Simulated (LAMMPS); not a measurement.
Simulation of a free-standing liquid film of CdSe, 2592 atoms, at 2030 K.

Method: classical MD, pair style sw, file CdTeZnSeHgS0.sw; code LAMMPS.

Task: Give the number density in the middle, the excess potential energy of the surface, the surface tension as this potential yields it.

Result: number density in the middle: 0.0294 Å⁻³; excess potential energy of the surface: 0.42 J/m²; surface tension: 0.12 ± 0.01 N/m.

Caution: this liquid lies under the melting point of about 2140 K that CdTeZnSeHgS0.sw gives, so it is undercooled.
